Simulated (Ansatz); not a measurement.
# Response to strain in Rh

Consider Rh in the fcc (Cu type) structure (space group Fm-3m, No. 225; relaxed with 0.1 eV smearing).

```
Rh
1.0
    0.00000     1.90077     1.90077
    1.90077     0.00000     1.90077
    1.90077     1.90077     0.00000
Rh
1
Direct
  0.00000   0.00000   0.00000
```

Cartesian axes are those of the cell as printed.

Strains are applied to the cell and any free atomic positions relax.

Method: r2SCAN (Ansatz, an electronic-structure program), scalar-relativistic without spin-orbit coupling.

Notes on the quantities. energy relative to the base: free energy F.

```tsv
uniaxial strain ε_zz (%)	energy relative to the base (meV/atom)
-3	18.2
-2.5	12.5
-2	7.9
-1.5	?
-1	1.9
-0.5	0.5
0	0.0
```

Task: Fit ΔE = Aε² + Bε³ (ε in %) to the rows shown and predict the withheld row.

Result: Least squares on the printed values gives A = 1.88 and B = -0.048 meV/atom (largest residual 0.0 meV/atom); this predicts 4.4 meV/atom, and the run gives 4.4 meV/atom, in agreement.

Whether these cells are dynamically stable was not tested. The final runs are not spin-polarised.
